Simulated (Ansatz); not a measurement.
Take SiO₂ in the rutile structure (space group P4_2/mnm, No. 136; a = 4.155 Å, c = 2.661 Å) as the base. Axes: x, y, z lie along a, b, c of the conventional cell.

Calculations: LDA/PAW in Ansatz (a program for electronic structure), scalar-relativistic without spin-orbit coupling.

Strains are applied to the cell and any free atomic positions relax.

One change was made to it. Results:

The energy goes up by 0.7 meV/atom; the pressure (mean of the normal stresses, compression positive) increases by 2.325 GPa (-0.01 GPa → 2.32 GPa).

Task: What was done to the base?
A. uniaxial strain ε_zz = −1.80 %
B. uniaxial strain ε_zz = −2.40 %
C. uniaxial strain ε_zz = −1.20 %
D. uniaxial strain ε_zz = −0.60 %

Result: D, uniaxial strain ε_zz = −0.60 %. For comparison, the energy relative to the base in the other runs: uniaxial strain ε_zz = −2.40 % gives +11 meV/atom; uniaxial strain ε_zz = −1.20 % gives +2.6 meV/atom; uniaxial strain ε_zz = −1.80 % gives +6.0 meV/atom.

Whether these cells are dynamically stable was not tested.
